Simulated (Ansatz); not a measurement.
Start from AlOs in the CsCl type structure (space group Pm-3m, No. 221; a cell from a computed database, its experimental status unchecked; relaxed with 0.1 eV smearing).

```yaml
crystal:
  lattice:
    - [2.99346, 0.00000, 0.00000]
    - [0.00000, 2.99346, 0.00000]
    - [0.00000, 0.00000, 2.99346]
  atoms:
    - { symbol: Al, position: [0.00000, 0.00000, 0.00000] }
    - { symbol: Os, position: [0.50000, 0.50000, 0.50000] }
```

Cartesian axes are those of the cell as printed.

Level of theory: plane-wave PAW DFT at the PBEsol level (Ansatz, a first-principles code, 420 eV), scalar-relativistic without spin-orbit coupling.

It is then changed as follows: tensor shear ε_yz = −3.19 % (engineering shear γ = -0.0638), atoms relaxed at fixed cell.

Problem. Predict the stress tensor and what it implies for the stiffness.

Solution. Stress of the strained cell less that of the base (GPa, compression positive):
```
    1.1     0.0     0.0
    0.0     1.0    10.4
    0.0    10.4     1.0
```

Then −Δσ/γ with γ = 2ε = -0.0638 gives secant stiffness values (nonlinear terms included at this strain): C44 ≈ 163 GPa.

As a check, the harmonic strain energy −½ V₀ Δσ:ε is 28 meV/atom; the computed energy rise is 28 meV/atom.

No phonon test of stability was made. The final runs are not spin-polarised.
